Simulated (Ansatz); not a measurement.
The parent structure is ZrO2 (space group P4_2/nmc, No. 137).

```
CELL_PARAMETERS angstrom
      3.60134     0.00000     0.00000
      0.00000     3.60134     0.00000
      0.00000     0.00000     5.22807
ATOMIC_POSITIONS crystal
  Zr 0.00000 0.00000 0.00000
  Zr 0.50000 0.50000 0.50000
  O  0.00000 0.50000 0.19679
  O  0.00000 0.50000 0.69679
  O  0.50000 0.00000 0.30321
  O  0.50000 0.00000 0.80321
```

Calculations: DFT with r2SCAN, PAW potentials and a 500 eV plane-wave cutoff in Ansatz (an electronic-structure program), no spin-orbit coupling.

Before the change:

| Item | Result |
|---|---|
| Gap character | indirect, k = (0.222, 0.222, 0) in the run's primitive reciprocal basis → Γ |
| Lattice parameter a | 3.601 Å |
| Electron mass | 2.2 mₑ along c, 0.63 mₑ across (at Γ) |

Modification: cell and atoms relaxed at a pressure of 2.1 GPa.

Task: Predict the new gap character.

Result: The gap character is still indirect, k = (0.222, 0.222, 0) in the run's primitive reciprocal basis → Γ.

Task: What does the calculation give for the lattice parameter a after the change?

Result: The lattice parameter a shrinks by 0.010 Å (3.601 Å → 3.591 Å).

Task: What does the calculation give for the electron mass after the change?

Result: The electron mass stays 2.2 mₑ along c, 0.63 mₑ across (at Γ).

Load acts through the strain it causes; cell and atoms are relaxed under it. Masses are band curvatures over ±0.01 Å⁻¹ around the edge. No phonon test of stability was made. This is not the structure that ZrO2 has at room temperature and ambient pressure.
